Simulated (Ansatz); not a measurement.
The starting structures come from a database of crystals and need not be the phases stable at ambient conditions.

Tunnelling through a barrier is set by its complex band structure: the current falls as exp(−2κd) with the smallest κ.

Given:

```
MgH2
1.0
    4.78923     0.00000     0.00000
    0.00000     4.78923     0.00000
    0.00000     0.00000     4.78923
Mg H
4 8
Direct
  0.50000   0.50000   0.00000
  0.00000   0.50000   0.50000
  0.00000   0.00000   0.00000
  0.50000   0.00000   0.50000
  0.84394   0.15606   0.34394
  0.15606   0.84394   0.65606
  0.65606   0.84394   0.84394
  0.34394   0.15606   0.15606
  0.34394   0.34394   0.65606
  0.65606   0.65606   0.34394
  0.15606   0.65606   0.15606
  0.84394   0.34394   0.84394
```

Space group of this cell: Pa-3. The cell is taken as given.

Transport runs along the normal of the first two printed cell vectors, the (001) plane of the conventional cell.

No gap correction and no spin-orbit coupling; mid-gap values are interpolated between computed energies.

**Question.** Estimate the band gap and the smallest decay constant κ at mid-gap that Ansatz (a program for electronic structure) with r2SCAN returns for this system.

**Answer.** Gap 3.25 eV on a 6×6×6 mesh; κ = 0.287 1/Å, at (0.500, 0.000) of the in-plane reciprocal vectors. At the zone centre, at the nearest computed energy, the slowest state has κ = 0.34 1/Å.
